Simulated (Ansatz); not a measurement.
SiC: response to strain

Take SiC in the wurtzite structure (space group P6_3mc, No. 186) as the base.

```
SiC
1.0
    3.09195     0.00000     0.00000
   -1.54598     2.67771     0.00000
    0.00000     0.00000     5.07427
Si C
2 2
Cartesian
  0.00000   1.78514   5.07214
  1.54598   0.89257   2.53501
  0.00000   1.78514   1.90498
  1.54598   0.89257   4.44212
```

Cartesian axes are those of the cell as printed.

Strains are applied to the cell and any free atomic positions relax; under biaxial strain the out-of-plane vector relaxes too.

Calculations: PBE (Ansatz, a program for electronic structure, PAW, no SOC).

| biaxial strain, plane normal [001], relaxed out of plane (%) | out-of-plane strain (%) |
|---|---|
| 0 | 0.00 |
| 0.6 | -0.11 |
| 1.8 | -0.32 |
| 2.4 | ? |
| 3 | -0.52 |

Fit ε⊥ = −νε + γε² (strains in %) to the rows shown and predict the withheld row.

Least squares on the printed values gives ν = 0.18 (the biaxial Poisson response) and γ = 0.004 (largest residual 0.00 %); this predicts -0.42 %, and the run gives -0.43 %, in agreement.

Whether these cells are dynamically stable was not tested.
